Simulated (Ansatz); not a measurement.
Y2N (model structure, started from the Cu2Sb type, P4/mmm, No. 123, 6 atoms in the cell)

Method: PBEsol in Ansatz (PAW).

Numerical settings: plane-wave cutoff 520 eV, 12×12×8 k mesh (along the axes of the cell as run), Fermi–Dirac smearing 0.05 eV, scalar-relativistic PAW data made under PBE.

Cell (relaxed at this level):

```xyz
6
Lattice="4.9316 0.0000 0.0000 0.0000 4.9316 0.0000 0.0000 0.0000 4.7605" Properties=species:S:1:pos:R:3 pbc="T T T"
Y      0.0000     0.0000     0.0000
Y      2.4658     2.4658     0.0000
Y      2.4658     0.0000     2.3804
Y      0.0000     2.4658     2.3801
N      2.4658     0.0000     4.7604
N      0.0000     2.4658     0.0001
```

band gap: zero (no gap)
bulk modulus B0: 101 GPa

Note: the bulk modulus is −V dP/dV from two relaxed cells at ±2 % in volume; the relaxation could raise the start's symmetry but not lower it, so the cell can be a saddle point.

Spin–orbit coupling is not included.

The computed numbers hold no vibrational or temperature effects.

Computing time: very roughly 27 core-minutes.

A model structure was made by putting elements into a prototype or built by hand; it is no filed structure, need not be a known phase, and can be a saddle point held by its symmetry.

Ansatz is an electronic-structure program.
